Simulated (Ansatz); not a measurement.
fluorite-type NiSi2 (1 1 1) on zinc-blende GaP (1 1 1) (film strained to the substrate, started from cuts of the bulks and a machine-learned relaxation; slabs Ga5P5 and Ni3Si6, which can lie off the formulas; of A or B type as the cell shows)

A periodic stack without vacuum, fluorite-type NiSi2 (1 1 1) on zinc-blende GaP (1 1 1) (film strained to the substrate, started from cuts of the bulks and a machine-learned relaxation; slabs Ga5P5 and Ni3Si6, which can lie off the formulas; of A or B type as the cell shows): substrate slab Ga5P5, film Ni3Si6, surface cells [[0, 1], [-1, 0]] and [[0, -1], [1, 0]], film strained by +1.1 and +1.1 %, outermost planes P/Ga and Si/Si as cut, which need not be the usual terminations and can put a slab off its formula.

The start was prepared with a machine-learned potential, and the result is one local minimum, with the in-plane cell held and forces under 0.04 eV/Å; the film can end far from its bulk form.

These are PBE (plane waves to 420 eV, PAW; Ansatz, an electronic-structure program) values and carry that method's errors. Scalar-relativistic, without spin–orbit coupling; the runs are not spin-polarised; PBE gaps are too small against experiment. Its k-point mesh 9×9×1, Fermi–Dirac width 0.05 eV.

The interface area comes out as 13.1 Å². The period is 25.65 Å and the heights between the nearest atoms of the two slabs at the two interfaces is 1.41 and 1.03 Å. The Ga–Si contacts across the interfaces within 1.22 times the sum of covalent radii is 3, mean 2.65 Å and the P–Si contacts across the interfaces within 1.22 times the sum of covalent radii is 2, mean 2.31 Å. The Ga–Ni contacts across the interfaces within 1.22 times the sum of covalent radii comes out as 1, mean 2.34 Å. The Ni–P contacts across the interfaces within 1.22 times the sum of covalent radii comes out as 1, mean 2.30 Å and the estimate of the barrier is withheld, since the two interfaces are unlike.

```
Ga5Ni3P5Si6
1.0
    3.89096     0.00182    -0.17221
   -1.94404     3.37079     0.16688
   -0.84831     0.07498    25.71800
Ga P Ni Si
5 5 3 6
Direct
  0.77192   0.28378   0.11292
  0.16353   0.91288   0.23678
  0.54670   0.55529   0.36074
  0.93096   0.19654   0.48504
  0.31449   0.84136   0.60720
  0.80620   0.21503   0.02208
  0.11932   0.94199   0.14373
  0.50952   0.57318   0.26783
  0.89273   0.21554   0.39192
  0.27704   0.85669   0.51636
  0.35200   0.82036   0.69855
  0.06271   0.11652   0.81822
  0.79451   0.47459   0.93971
  0.66964   0.49462   0.66200
  0.03005   0.14673   0.72678
  0.38547   0.79264   0.78862
  0.74109   0.44171   0.85012
  0.10361   0.11457   0.90966
  0.40721   0.63065   0.98192
```
